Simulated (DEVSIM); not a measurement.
Structure: abrupt Ge n-p junction, at 300 K.

```csv
layer (left to right),material,thickness (μm),Nd (cm⁻³),Na (cm⁻³),τn (s),τp (s)
1,Ge,78.0,2.9e16,-,1.7e-5,1.7e-5
2,Ge,170,-,1.7e14,1.7e-5,1.7e-5
```

Left contact: ohmic. Right contact: ohmic. Voltage is applied to the left contact. Recombination: SRH at mid-gap. Mobility is μmin + (μ − μmin)/(1 + (N/Nref)^α).

Constants are typed, rounded textbook-type inputs, not results; the design itself was drawn at random and stands for no fabricated device. Values at 300 K.

```tsv
parameter	Ge
gap (eV)	0.664
affinity (eV)	4
permittivity	16
Nc (cm⁻³)	1.04e19
Nv (cm⁻³)	6e18
μn (cm²/Vs)	3900
μp (cm²/Vs)	1900
μn,min	150
μp,min	100
Nref,n	2.6e17
Nref,p	4e17
αn	0.56
αp	0.6
```

DEVSIM, 1D drift-diffusion, Boltzmann statistics, complete ionisation; no tunnelling, impact ionisation, image-force lowering or self-heating.

Problem. Tabulate band edges, carrier densities and field at zero bias.

Solution. Energies count from the Fermi level of the right contact; mesh points crowd at the junctions.

| x (μm) | Ec (eV) | Ev (eV) | n (cm⁻³) | p (cm⁻³) | field (V/cm) |
|---|---|---|---|---|---|
| 0.000 | 0.152 | -0.512 | 2.9e16 | 1.5e10 | ≈ 0 |
| 0.06828 | 0.152 | -0.512 | 2.9e16 | 1.5e10 | ≈ 0 |
| 0.3454 | 0.152 | -0.512 | 2.9e16 | 1.5e10 | ≈ 0 |
| 1.396 | 0.152 | -0.512 | 2.9e16 | 1.5e10 | ≈ 0 |
| 8.523 | 0.152 | -0.512 | 2.9e16 | 1.5e10 | ≈ 0 |
| 34.19 | 0.152 | -0.512 | 2.9e16 | 1.5e10 | ≈ 0 |
| 66.07 | 0.152 | -0.512 | 2.9e16 | 1.5e10 | ≈ 0 |
| 76.04 | 0.152 | -0.512 | 2.9e16 | 1.5e10 | ≈ 0 |
| 77.53 | 0.152 | -0.512 | 2.9e16 | 1.5e10 | ≈ 0 |
| 77.89 | 0.153 | -0.511 | 2.8e16 | 1.6e10 | 270 |
| 77.99 | 0.172 | -0.492 | 1.3e16 | 3.3e10 | 6300 |
| 78.08 | 0.224 | -0.440 | 1.8e15 | 2.4e11 | 4000 |
| 78.38 | 0.299 | -0.365 | 9.9e13 | 4.4e12 | 1800 |
| 79.52 | 0.387 | -0.277 | 3.3e12 | 1.3e14 | 180 |
| 87.65 | 0.394 | -0.270 | 2.5e12 | 1.7e14 | ≈ 0 |
| 115.2 | 0.394 | -0.270 | 2.5e12 | 1.7e14 | ≈ 0 |
| 195.9 | 0.394 | -0.270 | 2.5e12 | 1.7e14 | ≈ 0 |
| 235.0 | 0.394 | -0.270 | 2.5e12 | 1.7e14 | ≈ 0 |
| 245.9 | 0.394 | -0.270 | 2.5e12 | 1.7e14 | ≈ 0 |
| 247.5 | 0.394 | -0.270 | 2.5e12 | 1.7e14 | ≈ 0 |
| 247.9 | 0.394 | -0.270 | 2.5e12 | 1.7e14 | ≈ 0 |
| 248.0 | 0.394 | -0.270 | 2.5e12 | 1.7e14 | ≈ 0 |
